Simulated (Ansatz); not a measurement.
Consider HfN in the rock salt structure (space group Fm-3m, No. 225; a = 4.468 Å; relaxed with 0.1 eV smearing).

Computed with Ansatz (an electronic-structure program), LDA, PAW, cutoff 420 eV, scalar-relativistic without spin-orbit coupling.

Strains are applied to the cell and any free atomic positions relax.

One change was made to it. Results:

```json
[
 {"quantity": "pressure", "base": "0.0 GPa", "after": "33.4 GPa"},
 {"quantity": "energy relative to the base (free energy F)", "base": "0 meV/atom", "after": "+94 meV/atom"}
]
```

Task: What was done to the base?
A) isotropic strain +2.50 %
B) isotropic strain −3.00 %
C) isotropic strain −1.50 %
D) isotropic strain +0.50 %

Result: B, isotropic strain −3.00 %. For comparison, the energy relative to the base in the other runs: isotropic strain −1.50 % gives +22 meV/atom; isotropic strain +0.50 % gives +2.3 meV/atom; isotropic strain +2.50 % gives +54 meV/atom.

Whether these cells are dynamically stable was not tested. All final runs are without spin polarisation. An odd electron count without spin: HfN.
